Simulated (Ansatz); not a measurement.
Start from KF in the rock salt structure (space group Fm-3m, No. 225; a = 5.318 Å). Axes: x, y, z lie along the cube axes.

Level of theory: plane-wave PAW DFT at the r2SCAN level (Ansatz, a quantum-chemistry and plane-wave program, 500 eV), spin-orbit coupling left out.

Base values:

| Property | Result |
|---|---|
| Band gap | 6.91 eV |
| Shortest interatomic distance | 2.659 Å |

The change: a free-standing slab of 4 layers (8 atoms, 2 a layer) is cut normal to the z axis, with 15 Å of vacuum and the in-plane cell held at bulk.

Task: Predict the new band gap.

Result: The band gap decreases by 0.87 eV to 6.04 eV.

Task: Predict the new shortest interatomic distance.

Result: The shortest interatomic distance drops by 0.033 Å (2.659 Å → 2.626 Å).

Stability against distortions was not tested.
